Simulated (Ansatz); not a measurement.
Start from BiB in the zinc blende structure (space group F-43m, No. 216; a = 5.491 Å; a hypothetical phase, not in the database extracts checked).

All numbers come from r2SCAN (Ansatz, an electronic-structure program), spin-orbit coupling left out.

For the base:

| Item | Value |
|---|---|
| Valley order | Γ 0.39 eV; L along ⟨111⟩ 0.52 eV; a point along ⟨100⟩, about 0.9 Å⁻¹ from Γ 0.85 eV |
| Volume per atom | 20.69 Å³ |
| Hole mass | 0.025, 0.21, 0.21 mₑ (at Γ) |

One thing is altered: cell and atoms relaxed at a pressure of 1.8 GPa.

Problem. How does this affect the valley order, volume per atom and hole mass?

Solution. The valley order (the lowest conduction-band minima on the path, energy above the VBM, named in the base's zone) changes from Γ 0.39 eV; L along ⟨111⟩ 0.52 eV; a point along ⟨100⟩, about 0.9 Å⁻¹ from Γ 0.85 eV to Γ 0.55 eV; L along ⟨111⟩ 0.61 eV; a point along ⟨100⟩, about 0.9 Å⁻¹ from Γ 0.83 eV; the volume per atom falls by 0.44 Å³ to 20.25 Å³; the hole mass (degenerate bands, along [100]) changes from 0.025, 0.21, 0.21 mₑ (at Γ) to 0.035, 0.21, 0.21 mₑ (at Γ).

Spin-orbit coupling, missing from the scalar runs, can matter with Bi. The levels and masses belong to the bands next to the band gap. Load acts through the strain it causes; cell and atoms are relaxed under it. Masses are band curvatures over ±0.01 Å⁻¹ around the edge. Whether these cells are dynamically stable was not tested.
